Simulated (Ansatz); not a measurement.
Effect of N → Br on ZrN

Base system: ZrN in the rock salt structure (space group Fm-3m, No. 225; a = 4.553 Å).

One thing is altered: full substitution N → Br; the structure is relaxed again.

Calculations: PBEsol in Ansatz (plane waves to 420 eV, PAW, scalar-relativistic without spin-orbit coupling), earlier PAW set. k-mesh 15×15×15 (Γ-centred); smearing 0.05 eV (Fermi–Dirac), for the changed cell.

```yaml
volume_per_atom: 20.58 Å³ (base 11.80 Å³)
density: 6.90 g/cm³ (base 7.41 g/cm³)
lattice_parameter_a: 548.1 pm (base 455.3 pm)
space_group: Fm-3m (No. 225) (base Fm-3m (No. 225))
shortest_interatomic_distance: 274.0 pm (base 227.6 pm)
band_gap: zero (base zero)
```

Cost of the whole job for the changed cell (relaxation, final SCF and bands): about 50 core-seconds (a rough figure).

Whether these cells are dynamically stable was not tested. As relaxed here, ZrBr is a hypothetical phase, not in the database extracts checked. The final runs are not spin-polarised. An odd electron count without spin: ZrBr and ZrN. ZrBr has a high density of states at the Fermi level and may be magnetic at this level.

Ansatz is a program for electronic structure.
